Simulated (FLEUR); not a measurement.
Band structure of Co (P6_3/mmc, 2 atoms in the cell).

```yaml
crystal:
  lattice:
    - [2.46557, 0.00000, 0.00000]
    - [-1.23279, 2.13525, 0.00000]
    - [0.00000, 0.00000, 4.01068]
  atoms:
    - { symbol: Co, position: [0.33333, 0.66667, 0.25000], spin: 3.0 }
    - { symbol: Co, position: [0.66667, 0.33333, 0.75000], spin: 3.0 }
```
(The spins are starting values, not results.)

Computed with PBE, all-electron FLAPW (FLEUR), scalar-relativistic valence in FLEUR.

Settings: Kmax = 3.6 1/bohr; GmaxXC = 10.8 1/bohr; xcFunctional = pbe; jspins = 2; l_soc = F; mode = hist; fermiSmearingEnergy = 0.00499791 Htr; mesh (inpgen div1-3) = 20 20 11; inpgen gamma flag = true; Gmax = 10.8 1/bohr; numbands = 0; maxIterBroyd = 15; imix = Anderson; alpha = 0.05.

The starting cell comes from a database of computed structures (which also holds hypothetical and non-ambient phases and stackings), without a prior relaxation at this level. Its lattice was rescaled by a random factor within 2.5 % of one. Values depend on the basis (sphere radii, cutoffs, local orbitals), which need not be converged.

Levels in eV from the Fermi level, bands 13 to 20 of the first spin channel:
```json
[
 {"point": "Γ", "13": "-2.32", "14": "-1.92", "15": "-1.92", "16": "-0.76", "17": "-0.76", "18": "-0.15", "19": "6.63", "20": "22.31"},
 {"point": "M", "13": "-2.22", "14": "-0.60", "15": "-0.56", "16": "-0.48", "17": "1.41", "18": "3.51", "19": "10.01", "20": "10.62"},
 {"point": "K", "13": "-1.93", "14": "-0.90", "15": "-0.90", "16": "-0.79", "17": "4.69", "18": "5.57", "19": "5.57", "20": "12.84"},
 {"point": "A", "13": "-2.70", "14": "-2.70", "15": "-1.11", "16": "-1.11", "17": "-1.11", "18": "-1.11", "19": "15.67", "20": "15.67"},
 {"point": "L", "13": "-1.03", "14": "-1.03", "15": "-0.52", "16": "-0.52", "17": "1.66", "18": "1.66", "19": "7.66", "20": "7.66"},
 {"point": "H", "13": "-1.91", "14": "-1.91", "15": "-0.73", "16": "-0.73", "17": "5.96", "18": "5.96", "19": "7.66", "20": "7.66"}
]
```
